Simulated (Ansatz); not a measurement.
Output of an Ansatz run (abridged):

```
WARN ansatz: RAYON_NUM_THREADS=1 ignored (pool sized by the plan → 1); use --threads N
Pseudopotentials: kind: paw
Pseudopotential: Nb, paw, valence charge 13
Pseudopotential: Zn, paw, valence charge 12
Crystal: 4 atoms, lattice volume = 59.239 Å³
Basis set: ecut = 420 eV, 1189 PW (Γ)
Bands: 30, of which v1, the nominal top of the filled ones, is band 25 counted from 1 (24 counted from 0)
Symmetry: 8 space group operations
Space group: P4mm (ITA 99), of the structure as read, at distance tolerance 3.9e-5 Å
k-points: 40 of 343 (time reversal used)
PAW frozen core: Nb, regenerated for the run's functional, and the local potential with it
PAW frozen core: Zn, regenerated for the run's functional, and the local potential with it
Initial density: superposition of atomic densities (neutral atoms: chi_scale 0, normalization atom), corrected by the library's trained network
Initial wavefunctions: pseudopotential atomic-orbital guess
Eigensolver: davidson
Functional: x = slater, c = lda
SCF iter   1: F=—  HF=-14182.085388 eV  |F-HF|=—  |Δ(HF+E_count)|=         —  Δρ=9.68e-3  dr2=7.68e-2  ethr=1.77e-3  ⟨swp⟩=5.4  Hψ=5373  notcnv=0
all-band conjugate gradients solve this SCF's bands
preconditioner: auto → Resta (q_TF=auto, 2.643 Å⁻¹)
SCF iter   2: F=—  HF=-14182.068096 eV  |F-HF|=—  |Δ(HF+E_count)|=   1.73e-2  Δρ=3.08e-3  dr2=5.18e-3  ethr=1.57e-4  ⟨swp⟩=1.4  Hψ=1617  notcnv=0
SCF iter   3: F=—  HF=-14182.066933 eV  |F-HF|=—  |Δ(HF+E_count)|=   1.16e-3  Δρ=1.92e-3  dr2=9.73e-4  ethr=1.06e-5  ⟨swp⟩=2.0  Hψ=1890  notcnv=0
SCF iter   4: F=—  HF=-14182.066693 eV  |F-HF|=—  |Δ(HF+E_count)|=   2.41e-4  Δρ=5.72e-4  dr2=2.32e-4  ethr=1.99e-6  ⟨swp⟩=2.1  Hψ=1941  notcnv=0
SCF iter   5: F=—  HF=-14182.066590 eV  |F-HF|=—  |Δ(HF+E_count)|=   1.02e-4  Δρ=1.50e-4  dr2=1.34e-5  ethr=4.74e-7  ⟨swp⟩=2.0  Hψ=1957  notcnv=0
SCF iter   6: F=—  HF=-14182.066585 eV  |F-HF|=—  |Δ(HF+E_count)|=   4.79e-6  Δρ=4.74e-5  dr2=7.22e-7  ethr=2.74e-8  ⟨swp⟩=2.0  Hψ=1970  notcnv=0
SCF iter   7: F=-14182.066585 eV  HF=-14182.066585 eV  |F-HF|=9.92e-9  |Δ(HF+E_count)|=   7.20e-7  Δρ=5.00e-6  dr2=1.56e-8  ethr=2.04e-10  ⟨swp⟩=8.9  Hψ=5979  notcnv=0
SCF 1 converged in 7 iterations: F = -14182.066585 eV  dr2 = 1.56e-8
SCF converged after 7 iterations
Free energy (F): -14182.066585 eV
Harris-Foulkes:  -14182.066585 eV  (|F-HF|=9.92e-9)
Internal energy: -14182.063519 eV  (E = F + TS)
E sigma→0 (E₀):  -14182.065052 eV
Entropy (-TS):   -0.003066 eV (-0.766 meV/atom)
Fermi energy:    13.356839 eV
--- Per-component energies (eV) ---
  E_band       = 118.561023
  E_kinetic    = 790.840187
  E_local      = -5122.384242  (includes V_loc(G=0)·N_el)
  E_nonlocal   = 1959.906350
  E_hartree    = 2074.545531
  E_xc         = -585.041065
  E_vxc        = -378.068833  (∫ρ·V_xc dr)
  E_paw        = -8219.610306  (= ΣΔE_a)
  E_vpaw       = -1280.820972  (= ΣTr[D̂ρ^β])
  E_aug_tail   = -0.000984  (compensation charges beyond the density's cutoff)
  E_ewald      = -5085.416108
  E_core_change = 5.097118  (= ΣΔE_core)
  E_smearing   = -0.003066  (= −TS)
  E_closure    = 0.000000  (closes the sum)
  Σ components = -14182.066585   (vs F -14182.066585, Δ=0.00e0)
--- Forces (eV/Å), atoms counted from 1 ---
  atom   1  Nb    -0.00000000     0.00000000    -0.54944703
  atom   2  Zn    -0.00000000     0.00000000     0.25110418
  atom   3  Zn    -0.00000000     0.00000000     0.25110418
  atom   4  Zn    -0.00000000     0.00000000     0.04723743
  max |Σ_I F_I| component: 1.24e-6 eV/Å
--- Stress (GPa, compression-positive) ---
       -6.357963       0.000000      -0.000000
        0.000000      -6.357963       0.000000
       -0.000000       0.000000      -6.369887
  P = ⅓ Tr σ = -6.3619 GPa (-63.619 kbar)
  The stress holds the Pulay correction. Without it, at fixed plane waves, as pw.x and ABINIT print it: P = -6.4236 GPa
--- Band table (eV; the first three rows and the last of 40) ---
  k-point 0: bands = ["-41.1585", "-17.2881", "-17.2880", "-17.2880", "3.9002", "5.5886", "5.6821", "5.6836", "5.6977", "5.6988", "5.6988", "6.4123", "6.4123", "6.4148", "6.7214", "6.7229", "6.9599", "7.0215", "7.0225", "7.0225", "11.8900", [...]
  k-point 1: bands = ["-41.1581", "-17.2988", "-17.2876", "-17.2876", "4.1254", "5.6398", "5.7264", "5.7313", "5.7482", "5.7482", "5.7544", "6.3890", "6.4298", "6.4298", "6.6911", "6.7234", "6.9284", "6.9409", "6.9409", "7.0216", "11.0643", [...]
  k-point 2: bands = ["-41.1571", "-17.3229", "-17.2868", "-17.2868", "4.7582", "5.7770", "5.8012", "5.8485", "5.8907", "5.8907", "5.9368", "6.3207", "6.4621", "6.4621", "6.6188", "6.7212", "6.7380", "6.7380", "6.8435", "7.0217", "9.3977", [...]
  k-point 39: bands = ["-41.1525", "-17.3274", "-17.3266", "-17.3266", "5.5841", "5.6290", "5.6299", "5.7679", "6.2302", "6.2312", "6.2707", "6.3884", "6.4381", "6.4397", "6.5313", "6.5349", "6.8991", "6.8995", "6.9594", "9.2351", "10.3600", [...]
```

The structure:

```
CELL_PARAMETERS angstrom
      3.89825     0.00000     0.00000
      0.00000     3.89825     0.00000
      0.00000     0.00000     3.89825
ATOMIC_POSITIONS crystal
  Nb 0.00000 0.00000 0.01283
  Zn 0.50000 0.00000 0.50000
  Zn 0.00000 0.50000 0.50000
  Zn 0.50000 0.50000 0.00000
```

Q: Reconstruct the input of this run.

A: Other spellings and defaults could give the same log, and not every line can be read from it. The input that was run (DFT, LDA (PW92), plane waves, default PAW files made with PBE):

Ansatz 0.2 input:
```yaml
# NbZn3
crystal:
  lattice:
    - [3.898250, 0.000000, 0.000000]
    - [0.000000, 3.898250, 0.000000]
    - [0.000000, 0.000000, 3.898250]
  atoms:
    - { symbol: Nb, position: [0.000000, 0.000000, 0.012826] }
    - { symbol: Zn, position: [0.500000, 0.000000, 0.500000] }
    - { symbol: Zn, position: [0.000000, 0.500000, 0.500000] }
    - { symbol: Zn, position: [0.500000, 0.500000, 0.000000] }
basis:
  ecutwfc: 420.0 eV
kpoints:
  mp_grid:
    grid: [7, 7, 7]
hamiltonian:
  xc: lda
  pseudopotentials:
    kind: paw
scf:
  occupations:
    method: gaussian
    width: 0.1 eV
output:
  forces: true
  eigenvalues: true
  stress: true
```

The starting cell comes from a database of computed structures (which also holds hypothetical and non-ambient phases and stackings), without a prior relaxation at this level. Its lattice was rescaled by up to half a per cent. One atom was moved a little off its site on purpose. Spin polarisation is off. With a pressure of about -6 GPa the cell is away from its equilibrium volume at this level. Ansatz's pressure includes its estimate of the finite-basis (Pulay) stress.

Ansatz is a program for electronic structure.
